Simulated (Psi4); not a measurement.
Psi4 1.11, TPSS/def2-svpd: Ta(F)5 ([F][Ta]([F])([F])([F])[F]), 6 atoms. The geometry is a generated start, not checked to be a minimum at this level.

```
Quantity                                              Value
--------------------------  -------------------------------
task                                                 energy
method                                                 tpss
basis                                             def2-svpd
memory                                                 3 GB
maxiter                                                 100
keys of the molecule block                      symmetry c1
scf_type                                       df (default)
e_convergence                               1e-06 (default)
d_convergence                               1e-06 (default)
dft_radial_points                              75 (default)
dft_spherical_points                          302 (default)
effective core potentials   those of the basis set, past Kr
basis functions                                         150
grid points                                          130935
```

```xyz
6

Ta     0.0032    -0.0025    -0.0015
F      1.1915    -0.7132     1.1432
F     -1.1900     0.7123    -1.1354
F      0.1386     1.6005     0.8461
F      1.0996    -0.3901    -1.3979
F     -1.2430    -1.2070     0.5455
```

Charge 0 and multiplicity 1 are set for this test and not shown to be the ground state.

With the defaults (diis = true, scf_initial_accelerator = adiis, damping_percentage = 0, diis_max_vecs = 10, guess = auto, which took SAD) it converges in 9 SCF iterations. One run each on 2 threads, with these changes:
- guess = sapgau
- damping_percentage = 20
- guess = modhuckel
- guess = huckel
- diis_max_vecs = 20
- diis = false, scf_initial_accelerator = none, damping_percentage = 60
- diis_max_vecs = 6
- guess = gwh
- scf_initial_accelerator = ediis

Task: Which runs fail or end elsewhere than the default run?

Result: No convergence: diis = false, scf_initial_accelerator = none, damping_percentage = 60 (the run ends without SCF convergence in 100 iterations). The rest reach the solution of the defaults.

| setting | SCF iterations | end |
|---|---|---|
| the defaults | 9 | same solution |
| diis_max_vecs = 6 | 9 | same solution |
| scf_initial_accelerator = ediis | 9 | same solution |
| diis_max_vecs = 20 | 9 | same solution |
| guess = modhuckel | 11 | same solution |
| guess = huckel | 11 | same solution |
| guess = gwh | 13 | same solution |
| guess = sapgau | 18 | same solution |
| damping_percentage = 20 | 23 | same solution |
| diis = false, scf_initial_accelerator = none, damping_percentage = 60 | 100 | no convergence |

1 further run of the study ended by our limits or in an error and is left out.
